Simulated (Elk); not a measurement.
Band structure of TiSi2 (Fddd, 6 atoms in the cell).

```yaml
crystal:
  lattice:
    - [0.00000, 4.20892, 4.35754]
    - [2.44256, 0.00000, 4.35754]
    - [2.44256, 4.20892, 0.00000]
  atoms:
    - { symbol: Ti, position: [0.50000, 0.50000, 0.50000] }
    - { symbol: Ti, position: [0.75000, 0.75000, 0.75000] }
    - { symbol: Si, position: [0.83743, 0.16257, 0.83743] }
    - { symbol: Si, position: [0.16257, 0.83743, 0.16257] }
    - { symbol: Si, position: [0.41257, 0.08743, 0.41257] }
    - { symbol: Si, position: [0.08743, 0.41257, 0.08743] }
```

Level of theory: PBE, all-electron FP-LAPW, Elk's shipped species files, LAPW+lo basis run with Elk.

Settings: xctype = 20; rgkmax = 8; stype = 0; swidth = 0.00734986 Ha; ngridk = 7 7 7; gmaxvr = 14 1/bohr; nxoapwlo = 1.

The starting cell comes from a database of computed structures (which also holds hypothetical and non-ambient phases and stackings), without a prior relaxation at this level. Its lattice was rescaled by a random factor within 2.5 % of one. Spin polarisation is off. Values depend on the basis (sphere radii, cutoffs, local orbitals), which need not be converged.

Levels in eV from the Fermi level, bands 17 to 24:
```json
[
 {"point": "Γ", "17": "-2.16", "18": "-2.04", "19": "-1.74", "20": "-1.32", "21": "-0.87", "22": "1.91", "23": "2.88", "24": "2.90"},
 {"point": "Y", "17": "-2.26", "18": "-2.26", "19": "-0.82", "20": "-0.82", "21": "1.18", "22": "1.18", "23": "2.95", "24": "2.95"},
 {"point": "T", "17": "-1.10", "18": "-1.10", "19": "-0.62", "20": "-0.62", "21": "0.79", "22": "0.79", "23": "2.08", "24": "2.08"},
 {"point": "Z", "17": "-1.53", "18": "-1.53", "19": "-0.90", "20": "-0.90", "21": "0.70", "22": "0.70", "23": "2.99", "24": "2.99"},
 {"point": "X", "17": "-1.30", "18": "-0.39", "19": "0.05", "20": "0.12", "21": "0.69", "22": "0.88", "23": "1.59", "24": "2.32"},
 {"point": "A1", "17": "-1.63", "18": "-1.63", "19": "-1.33", "20": "-1.33", "21": "1.29", "22": "1.29", "23": "1.91", "24": "1.91"}
]
```

Bands cross the Fermi level along this path, so the cell is metallic at this level.
